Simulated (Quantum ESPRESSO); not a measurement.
Input and output of a self-consistent single point for AlP (F-43m, 2 atoms in the cell) (Quantum ESPRESSO).

Method: Wu-Cohen GGA, PseudoDojo stringent norm-conserving (PBE) pseudopotentials (plane waves; Quantum ESPRESSO).

```yaml
crystal:
  lattice:
    - [0.00000, 2.73649, 2.73649]
    - [2.73649, 0.00000, 2.73649]
    - [2.73649, 2.73649, 0.00000]
  atoms:
    - { symbol: Al, position: [0.00000, 0.00000, 0.00000] }
    - { symbol: P, position: [0.75000, 0.75000, 0.75000] }
```

Reference input (self-consistent single point, DFT, PBE, plane waves, PseudoDojo stringent norm-conserving (PBE) pseudopotentials): ecutwfc = 45 Ry; occupations = smearing; smearing = gaussian; degauss = 0.000734986 Ry; potentials = {Al: Al.upf, P: P.upf}; K_POINTS = automatic 10 10 10 0 0 0; conv_thr = 1e-10 Ry; mixing_beta = 0.7. This run's input differs from it in these lines:

```diff
@@ -16,2 +16,3 @@
   degauss = 0.000734986
+  input_dft = 'wc'
 /
```

Output, abridged:

```
     Self-consistent Calculation

     iteration #  1     ecut=    45.00 Ry     beta= 0.70

     total energy              =     -18.53419858 Ry
     estimated scf accuracy    <       0.08652125 Ry

     iteration #  2     ecut=    45.00 Ry     beta= 0.70

     total energy              =     -18.55305370 Ry
     estimated scf accuracy    <       0.01298019 Ry

     iteration #  3     ecut=    45.00 Ry     beta= 0.70

     total energy              =     -18.55538130 Ry
     estimated scf accuracy    <       0.00045006 Ry

   [... 3 blocks of this kind left out ...]

     iteration #  7     ecut=    45.00 Ry     beta= 0.70

     total energy              =     -18.55544081 Ry
     estimated scf accuracy    <          1.6E-10 Ry

     iteration #  8     ecut=    45.00 Ry     beta= 0.70
     End of self-consistent calculation

     the Fermi energy is     6.0639 ev

!    total energy              =     -18.55544081 Ry
     estimated scf accuracy    <          8.7E-13 Ry
     smearing contrib. (-TS)   =      -0.00000000 Ry
     internal energy E=F+TS    =     -18.55544081 Ry

     convergence has been achieved in   8 iterations

     Forces acting on atoms (cartesian axes, Ry/au):

     atom    1 type  1   force =     0.00000000    0.00000000   -0.00000000
     atom    2 type  2   force =     0.00000000    0.00000000    0.00000000

     Total force =     0.000000     Total SCF correction =     0.000000

          total   stress  (Ry/bohr**3)                   (kbar)     P=        4.90
   0.00003333   0.00000000   0.00000000            4.90        0.00        0.00
   0.00000000   0.00003333   0.00000000            0.00        4.90        0.00
   0.00000000   0.00000000   0.00003333            0.00        0.00        4.90

   JOB DONE.
```

The run converged in 8 iterations. Against the reference run the pressure goes from 1.57 to 0.49 GPa and the gap on the mesh goes from 1.590 to 1.432 eV. The full log also holds: “c_bands:  1 eigenvalues not converged”.

The starting cell comes from a database of computed structures (which also holds hypothetical and non-ambient phases and stackings), without a prior relaxation at this level.
